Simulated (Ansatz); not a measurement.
# TiS2, pressure series

Start from TiS₂ in the CdI2 type structure (space group P-3m1, No. 164; a = 3.361 Å, c = 5.522 Å; layered, stacked along the Cartesian z axis).

Cell and atoms are relaxed at each pressure.

All numbers come from PBE-D3(BJ), PAW, 420 eV (Ansatz, a program for electronic structure; no spin-orbit coupling).

Notes on the quantities. enthalpy: H = E + PV relative to the base's energy.

| change | enthalpy | density | shortest interatomic distance | c/a ratio |
|---|---|---|---|---|
| base | – | 3.44 g/cm³ | 2.409 Å | 1.643 |
| pressure −2 GPa | -0.23 eV/atom | 3.19 g/cm³ | 2.422 Å | 1.722 |
| pressure −1 GPa | -0.11 eV/atom | 3.34 g/cm³ | 2.415 Å | 1.667 |
| pressure 1.8 GPa | +0.20 eV/atom | … | 2.399 Å | 1.621 |
| pressure 4.2 GPa | +0.45 eV/atom | 3.72 g/cm³ | … | 1.606 |
| pressure 9 GPa | +0.94 eV/atom | 3.94 g/cm³ | 2.366 Å | … |
| pressure 18 GPa | +1.78 eV/atom | 4.28 g/cm³ | 2.335 Å | 1.598 |
| pressure 30 GPa | +2.82 eV/atom | 4.65 g/cm³ | 2.302 Å | 1.616 |
| pressure 45 GPa | +4.02 eV/atom | 5.03 g/cm³ | 2.271 Å | 1.642 |
| pressure 60 GPa | +5.14 eV/atom | 5.37 g/cm³ | 2.246 Å | 1.667 |

Complete the table.


- pressure 1.8 GPa, density: 3.58 g/cm³
- pressure 4.2 GPa, shortest interatomic distance: 2.387 Å
- pressure 9 GPa, c/a ratio: 1.595

Load acts through the strain it causes; cell and atoms are relaxed under it. Stability against distortions was not tested. No other phases were tried under pressure. The final runs are not spin-polarised.
